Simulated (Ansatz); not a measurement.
C: pressure series

Take C in the graphite type structure (space group P6_3/mmc, No. 194; a = 2.458 Å, c = 6.563 Å; layered, stacked along the Cartesian z axis) as the base.

Cell and atoms are relaxed at each pressure.

Method: plane-wave PAW DFT at the PBEsol-D3(BJ) level (Ansatz, an electronic-structure program, 420 eV), no SOC.

Candidates:
(a) pressure −2 GPa
(b) pressure 0.7 GPa
(c) pressure 5 GPa

Base values:

```
Item       Value
---------  -----
c/a ratio  2.670
```

Task: Order them by c/a ratio, lowest first.

Result: (c) pressure 5 GPa (2.470), (b) pressure 0.7 GPa (2.626), (a) pressure −2 GPa (3.006)

The mesh was chosen for an insulator and is coarse for the gapless case. Load acts through the strain it causes; cell and atoms are relaxed under it. Stability against distortions was not tested. No other phases were tried under pressure.
